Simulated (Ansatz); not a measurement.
An Ansatz (a quantum-chemistry and plane-wave program) run: CdSe with a change (uniaxial strain ε_xx = −1.20 %); LDA in Ansatz (plane waves to 420 eV, PAW, no SOC).

Input:

Ansatz 0.2 input:
```yaml
crystal:
  lattice:
    - [4.1965755062, 0, 0]
    - [-2.0982877531, 3.6784827907, 0]
    - [0, 0, 6.9409626144]
  atoms:
    - { symbol: Cd, position: [0.3333333333, 0.6666666667, 0.0003127777] }
    - { symbol: Cd, position: [0.6666666667, 0.3333333333, 0.5003127777] }
    - { symbol: Se, position: [0.3333333333, 0.6666666667, 0.3756872223] }
    - { symbol: Se, position: [0.6666666667, 0.3333333333, 0.8756872223] }
basis: { ecutwfc: 420, ecutrho_ratio: 4, xc_grid: 2, fft_grid_basis: typed }
kpoints: { mp_grid: { grid: [9, 9, 5] } }
hamiltonian:
  xc: lda
  dispersion: none
  pseudopotentials: { kind: paw }
scf: { occupations: { method: fermi_dirac, width: 0.05 }, convergence: { dr2_threshold: 0.0000000004 } }
relax: { f_tol: 0.005, max_steps: 50 }
output: { forces: true, stress: true }
checkpoint: { write: state.ck, write_every: 1000 }
```

Output (explanatory and most iteration lines left out):

```
Relaxation: its limit of steps is 50 (relax.max_steps)
Pseudopotential: Cd, paw, valence charge 20
Pseudopotential: Se, paw, valence charge 16
Crystal: 4 atoms, lattice volume = 107.148 Å³
Basis set: ecut = 420 eV, 2081 PW (Γ), exchange–correlation on 60×60×96 points (8 copies of the dense FFT grid, shifted against one another)
Bands: 44, of which v1, the nominal top of the filled ones, is band 36 counted from 1 (35 counted from 0)
Symmetry: 4 space group operations
Space group: Cmc21 (ITA 36), of the structure as read, at distance tolerance 4.7e-5 Å
k-points: 75 of 405 (time reversal used)
Functional: x = slater, c = lda
SCF iter   1: F=—  HF=-27004.476108 eV  |F-HF|=—  |Δ(HF+E_count)|=         —  Δρ=7.15e-3  dr2=4.02e-2  ethr=1.77e-3  ⟨swp⟩=6.3  Hψ=12132  notcnv=0  defer=45
SCF iter   2: F=—  HF=-27004.465101 eV  |F-HF|=—  |Δ(HF+E_count)|=   1.10e-2  Δρ=2.90e-3  dr2=6.93e-3  ethr=5.59e-5  ⟨swp⟩=2.0  Hψ=5491  notcnv=0  defer=208
SCF 1 converged in 9 iterations: F = -27004.463625 eV  dr2 = 6.60e-11
relax step   1: F+E_penalty+E_count = -27004.46362457 eV  Δ(F+E_penalty+E_count) = +0.000e0 eV  max|allowed force component| = 8.835e-2 eV/Å  Δτ_max = 0.0000 Å  (9 SCF iters, accepted)
Crystal: 4 atoms, lattice volume = 107.148 Å³
SCF iter   1: F=—  HF=-27004.465936 eV  |F-HF|=—  |Δ(HF+E_count)|=         —  Δρ=1.49e-3  dr2=1.40e-3  ethr=1.95e-6  ⟨swp⟩=2.0  Hψ=9385  notcnv=0  defer=209
SCF iter   2: F=—  HF=-27004.465429 eV  |F-HF|=—  |Δ(HF+E_count)|=   5.07e-4  Δρ=6.78e-4  dr2=2.71e-4  ethr=1.94e-6  ⟨swp⟩=2.0  Hψ=3695  notcnv=0  defer=209
SCF 2 converged in 8 iterations: F = -27004.465355 eV  dr2 = 3.14e-11
relax step   2: F+E_penalty+E_count = -27004.46535508 eV  Δ(F+E_penalty+E_count) = -1.731e-3 eV  max|allowed force component| = 6.870e-3 eV/Å  Δτ_max = 0.0170 Å  (8 SCF iters, accepted)
Crystal: 4 atoms, lattice volume = 107.148 Å³
SCF iter   1: F=—  HF=-27004.465374 eV  |F-HF|=—  |Δ(HF+E_count)|=         —  Δρ=7.88e-5  dr2=4.05e-6  ethr=5.72e-8  ⟨swp⟩=2.7  Hψ=6142  notcnv=0  defer=209
SCF iter   2: F=—  HF=-27004.465366 eV  |F-HF|=—  |Δ(HF+E_count)|=   7.72e-6  Δρ=3.46e-5  dr2=7.31e-7  ethr=5.63e-9  ⟨swp⟩=3.0  Hψ=6031  notcnv=0  defer=209
SCF 3 converged in 5 iterations: F = -27004.465366 eV  dr2 = 6.16e-11
relax step   3: F+E_penalty+E_count = -27004.46536612 eV  Δ(F+E_penalty+E_count) = -1.104e-5 eV  max|allowed force component| = 5.726e-4 eV/Å  Δτ_max = 0.0008 Å  (5 SCF iters, accepted)
SCF converged after 5 iterations
Free energy (F): -27004.465366 eV
Internal energy: -27004.465310 eV  (E = F + TS)
E sigma→0 (E₀):  -27004.465338 eV
Entropy (-TS):   -0.000056 eV (-0.014 meV/atom)
Fermi energy:    8.172672 eV
--- Forces (eV/Å), atoms counted from 1 ---
  atom   1  Cd     0.00000000    -0.00045898     0.00057029
  atom   2  Cd     0.00000000     0.00045898     0.00057029
  atom   3  Se     0.00000000    -0.00038196    -0.00057491
  atom   4  Se     0.00000000     0.00038196    -0.00057491
--- Stress (GPa, compression-positive) ---
        0.974163       0.000000      -0.000000
        0.000000       0.618195       0.000000
       -0.000000       0.000000       0.527207
  P = ⅓ Tr σ = 0.7065 GPa (7.065 kbar)
--- Relaxed structure (3 steps of the walk, 3 accepted, 0 SCFs on fresh bases) ---
  atoms:
    - { symbol: Cd, position: [0.3329707384312374, 0.665941476862475, 0.0010243546708675144] }
    - { symbol: Cd, position: [0.6670292615687624, 0.3340585231375248, 0.5010243546708676] }
    - { symbol: Se, position: [0.33549856436139464, 0.6709971287227894, 0.3749756453291324] }
    - { symbol: Se, position: [0.6645014356386052, 0.32900287127721045, 0.8749756453291324] }
```

No phonon test of stability was made. The cell was made from CdSe in the wurtzite structure (space group P6_3mc, No. 186) by this change: uniaxial strain ε_xx = −1.20 %.
